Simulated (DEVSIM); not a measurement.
Device: illuminated Ge n-on-p cell, one wavelength, at 350 K.

Layer 1 from the left is Ge, thickness (μm) 0.330, Nd (cm⁻³) 2.6e18, τn (s) 6.6e-7, τp (s) 8.5e-7, absorption coefficient (cm⁻¹) 40000. Layer 2 from the left is Ge, thickness (μm) 130, Na (cm⁻³) 9.4e16, τn (s) 8.9e-6, τp (s) 8.9e-6, absorption coefficient (cm⁻¹) 40000.

Left contact: ohmic, minority hole recombination velocity 10 cm/s. Right contact: ohmic, minority electron recombination velocity 4e6 cm/s. Voltage is applied to the left contact. Recombination: SRH at mid-gap, radiative, Auger. Light enters at the left, 3.7e16 photons cm⁻² s⁻¹, one pass, no reflection. Mobility is μmin + (μ − μmin)/(1 + (N/Nref)^α).

The device is made up for the run: typed textbook-type constants, with dimensions and the other settings drawn at random. Values at 300 K; Nc and Nv go as T^1.5, mobilities as T to minus their exponent, the gap by Varshni's rule with the affinity fixed.

Ge: gap (eV) 0.664, affinity (eV) 4, permittivity 16, Nc (cm⁻³) 1.04e19, Nv (cm⁻³) 6e18, μn (cm²/Vs) 3900, μp (cm²/Vs) 1900, μn,min 150, μp,min 100, Nref,n 2.6e17, Nref,p 4e17, αn 0.56, αp 0.6, T exponent of μn 1.66, T exponent of μp 2.33, B (cm³/s) 6.4e-14, Cn (cm⁶/s) 1e-31, Cp (cm⁶/s) 1e-31, Varshni α (eV/K) 0.000477, Varshni β (K) 235.

Simulated with DEVSIM: 1D drift-diffusion, Boltzmann statistics, complete ionisation; no tunnelling, impact ionisation, image-force lowering or self-heating.

Dark forward current:

```tsv
|V| (V)	|J| (A/cm²)
0.05	0.001935
0.10	0.01207
0.15	0.06518
0.20	0.3429
0.25	1.776
0.30	8.767
0.35	37.75
0.40	132.1
0.45	379.1
0.50	906.3
0.55	1790
0.60	2994
```

Task: Work out the local ideality factor n = ΔV / (kT/q · ln(J2/J1)) between the rows 0.15 and 0.20 V, 0.55 and 0.60 V.

Result: kT/q = 30.16 mV. From 0.15 to 0.20 V: ln(0.3429/0.06518) = 1.660, n = 1.00, near the 1 of diffusion or emission over a barrier. From 0.55 to 0.60 V: ln(2994/1790) = 0.514, n = 3.22.

Task: What current could the absorbed light give at most, and what share is collected?

Result: Σ αd = 521, so qΦ(1 − exp(−Σ αd)) = 5.93 mA/cm². The simulated short-circuit current is 5.914 mA/cm², a share of 1.00.

Task: Estimate the open-circuit voltage by superposition: the voltage at which the dark current equals that short-circuit current.

Result: Interpolating ln J in the table gives 0.081 V. The simulation gives 0.080 V, the same within the digits that matter. Superposition holds where collection doesn't change with voltage.
